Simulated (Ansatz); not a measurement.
**Converging the plane-wave cutoff: Mg (R3m, 3 atoms in the cell)**

```xyz
3
Lattice="1.5879 0.9168 7.6768 -1.5879 0.9168 7.6768 0.0000 -1.8336 7.6768" Properties=species:S:1:pos:R:3 pbc="T T T"
Mg     0.0000     0.0000     0.0500
Mg     0.0000     0.0000     5.1112
Mg     0.0000     0.0000    17.9191
```

Computed with PBEsol, default PAW files made with PBE (plane waves; Ansatz, a program for electronic structure).

Base settings: basis.ecutwfc = 420 eV; kpoints.mp_grid.grid = 8 8 8; hamiltonian.xc = pbesol; hamiltonian.pseudopotentials = {kind: paw} (the program's default PAW files); scf.occupations.method = gaussian; scf.occupations.width = 0.1 eV.

The second cell is the first with its lattice scaled by 0.98.

The mesh stays at the base's, so the ladder's end is converged at best in this setting alone.

The first pressure column holds Ansatz's estimate of the finite-basis (Pulay) stress, which hides part of the cutoff error; the other is without it.

Only quantities that move along the ladder and can be compared are tabulated.

The count of work is k-points × plane waves × bands × iterations; it is no time. 

The starting cell comes from a database of computed structures (which also holds hypothetical and non-ambient phases and stackings), without a prior relaxation at this level. Its lattice was rescaled by up to half a per cent. One atom was moved a little off its site on purpose.

Steps (basis.ecutwfc): 145 eV; 170 eV; 190 eV; 210 eV; 230 eV; 250 eV; 295 eV; 335 eV; 380 eV; 420 eV; 460 eV; 505 eV; 565 eV; 630 eV; 735 eV; 840 eV; 1010 eV.

Question: What is the coarsest basis.ecutwfc that holds the forces within 0.005 eV/Å of the last step, with all finer ones?

Answer: 230 eV, at 0.11 of the last step's count of work; the step before is off by 0.037 eV/Å.

Question: What is the coarsest basis.ecutwfc that holds the pressure without the Pulay estimate within 1 GPa of the last step, with all finer ones?

Answer: 335 eV, at 0.19 of the last step's count of work; the step before is off by 1.8 GPa.

Question: What is the coarsest basis.ecutwfc that holds the pressure within 0.2 GPa of the last step, with all finer ones?

Answer: 210 eV, at 0.093 of the last step's count of work; the step before is off by 1.3 GPa.

```csv
basis.ecutwfc,free energy less the last step's (meV/atom),energy of the compressed cell less the first (meV/atom),pressure (GPa),pressure without the Pulay estimate (GPa),largest difference of a force vector from the last step's (eV/Å),count of work / last
145 eV,19255.02,-29.13,-0.25,-586.19,0.109,0.071
170 eV,6478.54,-64.88,-5.12,-226.07,0.070,0.071
190 eV,2752.84,38.87,1.70,-105.99,0.056,0.085
210 eV,1176.57,8.37,0.39,-49.92,0.037,0.093
230 eV,497.43,12.61,0.25,-23.22,0.004,0.11
250 eV,207.28,16.10,0.47,-10.55,0.003,0.12
295 eV,25.84,13.62,0.38,-1.38,0.000,0.16
335 eV,3.28,13.47,0.39,0.10,0.000,0.19
380 eV,0.36,13.38,0.38,0.36,0.000,0.23
420 eV,0.23,13.37,0.38,0.37,0.000,0.26
460 eV,0.17,13.37,0.38,0.37,0.000,0.31
505 eV,0.11,13.37,0.38,0.37,0.000,0.35
565 eV,0.08,13.36,0.38,0.38,0.000,0.42
630 eV,0.06,13.36,0.38,0.38,0.000,0.50
735 eV,0.04,13.36,0.38,0.38,0.000,0.61
840 eV,0.02,13.36,0.38,0.38,0.000,0.75
1010 eV,0.00,13.36,0.38,0.38,0.000,1.0
```

The energy difference between the two cells stays within 1 meV/atom of the last step's from 295 eV on, the total only from 380 eV on: much of the error is common to both cells and cancels.

At the lowest cutoff the pressure without the Pulay estimate lies 587 GPa under the last step's, the usual sign of Pulay stress in an incomplete plane-wave basis.

Keys are those of Ansatz 0.2.
